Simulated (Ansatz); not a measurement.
O vacancy + Y on the Hf site + Y on the Hf site in monoclinic HfO2: one set of geometries, relaxed with PBE, evaluated in Ansatz (PAW, plane waves to 420 eV, 500 eV under r2SCAN) with PBE, r2SCAN.

Details: 96-site cell; 2×2×2 shifted k-points; start: the O(1,3-fold) site; Hf 2.05 Å away; Hf 2.07 Å away; charged states image-corrected; no spin–orbit coupling; finite-size errors of tenths of an eV; relaxed from one start, so a lower configuration may exist; flagged in the runs: a doubtful potential alignment, a host whose relaxation on this sampling wasn't shown to rest.

| quantity | PBE | r2SCAN |
|---|---|---|
| host gap (eV) | 4.04 | 4.54 |
| ε(0/−1) above the VBM (eV) | 2.99 | 3.23 |
| neutral formation energy against hcp Hf, O2 molecule in a box, hcp Y (eV) | 4.49 | 4.91 |
| largest moment on one atom at charge −1 (μB) | 0.06 | 0.06 |

PBE narrows the gap by 0.50 eV against r2SCAN, the highest level run, and puts the levels 0.24 eV lower above the valence-band maximum on average.

Ansatz is a program for electronic structure.
